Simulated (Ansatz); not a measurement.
## SrO: pressure 0.3 GPa

The parent structure is SrO in the rock salt structure (space group Fm-3m, No. 225; a = 5.195 Å).

Now apply this change: a hydrostatic pressure of 0.3 GPa.

Method: PBE (Ansatz, a program for electronic structure), spin-orbit coupling left out. k-mesh 11×11×11 (Γ-centred); smearing 0.05 eV (Fermi–Dirac).

```csv
quantity,base,changed,shift
volume per atom,17.52 Å³,17.47 Å³,-0.058 Å³
lattice parameter a,5.195 Å,5.189 Å,-0.006 Å
enthalpy H = E + PV relative to the base's energy,–,+0.03 eV/atom,–
band gap,3.33 eV,3.33 eV,0.00 eV
gap character,"indirect, Γ → X","indirect, Γ → X",–
width of the top valence band,1.05 eV,1.06 eV,+0.01 eV
electron mass,"1.2 mₑ along k, 0.41 mₑ across (at X)","1.2 mₑ along k, 0.41 mₑ across (at X)",–
"valley order (the lowest conduction-band minima on the path, energy above the VBM, named in the base's zone)",X along ⟨100⟩ 3.33 eV; Γ 3.79 eV,X along ⟨100⟩ 3.33 eV; Γ 3.81 eV,–
```

Load acts through the strain it causes; cell and atoms are relaxed under it. Masses are band curvatures over ±0.01 Å⁻¹ around the edge. Along k means along the line from Γ to the band edge. No phonon test of stability was made.
